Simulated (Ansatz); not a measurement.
BeSe (model structure, started from the cinnabar type, P6₂22, No. 180, 6 atoms in the cell), treated with PBEsol (Ansatz, a first-principles code, PAW).

Numerical settings: plane-wave cutoff 500 eV, 12×12×6 k mesh (along the axes of the cell as run), Fermi–Dirac smearing 0.05 eV, scalar-relativistic PAW data made under PBE.

Cell (relaxed at this level):

```cif
data_Be3Se3
_chemical_formula_sum 'Be3 Se3'
_space_group_name_H-M_alt 'P 1'
_space_group_IT_number 1
_cell_length_a 3.63504
_cell_length_b 3.63504
_cell_length_c 8.18500
_cell_angle_alpha 90.000
_cell_angle_beta 90.000
_cell_angle_gamma 120.000
loop_
_space_group_symop_operation_xyz
  'x, y, z'
loop_
_atom_site_label
_atom_site_type_symbol
_atom_site_fract_x
_atom_site_fract_y
_atom_site_fract_z
_atom_site_occupancy
Be1 Be 0.50002 0.00000 0.66667 1
Be2 Be 0.00000 0.50002 0.33333 1
Be3 Be 0.49998 0.49998 0.00000 1
Se1 Se 0.50001 0.00000 0.16667 1
Se2 Se 0.00000 0.50001 0.83333 1
Se3 Se 0.49999 0.49999 0.50000 1
```

Problem. Predict the band gap.

Solution. 
- band gap = 2.00 eV (on the SCF k mesh)

Note: the relaxation could raise the start's symmetry but not lower it, so the cell can be a saddle point.

Spin–orbit coupling is not included.

Computed values are for the static lattice.

A model structure was made by putting elements into a prototype or built by hand; it is no filed structure, need not be a known phase, and can be a saddle point held by its symmetry.
